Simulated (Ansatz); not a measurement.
**HfC: energy against volume**

HfC (rock salt, Fm-3m, 12.579 Å³/atom and stress up to 0.01 GPa in the relaxed cell, cube axes along x, y and z) under an equal strain ε along all three axes. PBE in Ansatz, a plane-wave DFT program (PAW, default set), 420 eV, 21×21×21 Γ-centred mesh, Fermi-Dirac smearing 0.10 eV; ions are relaxed, or left where forces stay under 0.02 eV/Å, within the symmetry of each cell.

Here V stands for volume and E for E less E0.

| volume (Å³/atom) | E less E0 (meV/atom) | pressure (GPa) |
|---|---|---|
| 11.8389 | 35.09 | 15.99 |
| 12.0211 | 19.44 | 11.61 |
| 12.2050 | 8.51 | 7.50 |
| 12.3909 | 2.10 | 3.63 |
| 12.5786 | 0.00 | 0.01 |
| 12.7683 | 2.03 | -3.39 |
| 12.9598 | 8.03 | -6.57 |
| 13.1532 | 17.80 | -9.56 |
| 13.3486 | 31.19 | -12.35 |
| 13.7450 | ? | ? |

Taking the third-order Birch-Murnaghan form, a cubic in V^(-2/3) for E over the 9 complete rows: With u = V^(-2/3) - 0.185, the rows have u = 0.007513, 0.005562, 0.003643, 0.001752, -0.000111, -0.001947, -0.003754, -0.005535, -0.007291. Least squares gives E = 0.007 + 134.25·u + 604391·u² - 91760·u³. Residuals (row less fit): -0.002, 0.005, -0.003, 0.003, 0.000, -0.007, 0.005, 0.004, -0.002; standard error 0.005 (degrees of freedom: 5). Its minimum lies at u = -0.000111, so V0 = (0.184889)^(-3/2) = 12.58. There d²E/du² = 1209000 and d³E/du³ = -550600, so B0 = (4/9) × 12.58^(-7/3) × 1209000 × 0.160218 = 234 GPa (the last factor turns the table's units into GPa), and B0' = 4 + (2/3) × 0.184889 × (-550600)/1209000 = 3.9. B0' rests on the cubic coefficient alone and has a standard error of 0.1 from these residuals.

Problem. What does the fit predict for E at V = 13.7450, and how far is the calculated value from it?

Solution. u = -0.010724, so E = 0.007 + 134.25 × (-0.010724) + 604391 × (-0.010724)² - 91760 × (-0.010724)³ = 68.188 meV/atom. The calculation gives 68.18 meV/atom, 0.008 meV/atom below the prediction (0.0 % of the range of E in the table). The row lies outside the fitted rows, so this is an extrapolation. The scatter of the fitted rows lies at the last printed digit.

In a metal these values are sensitive to mesh and smearing; energies are taken to zero smearing, stresses follow the free energy. Other structures, which can take over under pressure, weren't tried. The same form fitted to the pressure column gives B0' = 3.9; series where the two differ by over 0.4 aren't shown. Rows are the converged runs of the series near zero and its far end, less any whose ions stayed unrelaxed beside relaxed ones; series whose fitted rows scatter by over a few per cent of the range, as at a crossing or softening among them, aren't shown in this form.
